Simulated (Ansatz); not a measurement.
Start from CaZrF₆ (space group Fm-3m, No. 225; a = 8.5108 Å; a cell from a computed database, its experimental status unchecked). Axes: x, y, z lie along the cube axes.

Now apply this change: uniaxial stress, 2 GPa tension along x; all other stress components relax to zero.

Levels (all Ansatz, a quantum-chemistry and plane-wave program, PAW): PBEsol (420 eV, scalar-relativistic without spin-orbit coupling); r2SCAN (500 eV, spin-orbit coupling left out); HSE06 (420 eV, no SOC).

One geometry, relaxed with PBEsol, under each level:

```csv
level,band gap,lowest conduction level above the VBM at special points,pressure
PBEsol,6.95 eV,Γ 6.95 eV; M 6.98 eV; X 7.00 eV; S 7.09 eV,-0.67 GPa
r2SCAN,7.69 eV,Γ 7.69 eV; M 7.72 eV; X 7.73 eV; S 7.82 eV,-0.06 GPa
HSE06,___,___,–
```

### Question
Give the withheld HSE06 results.

### Answer

- HSE06, band gap: 9.25 eV
- HSE06, lowest conduction level above the VBM at special points: Γ 9.25 eV; M 9.28 eV; X 9.29 eV

Single points use the geometry relaxed with PBEsol. Their cutoffs differ, which shifts pressures a little. Load acts through the strain it causes; cell and atoms are relaxed under it. Beyond what the load breaks, stability against distortions was not tested. k-point labels follow each cell's own Brillouin zone.
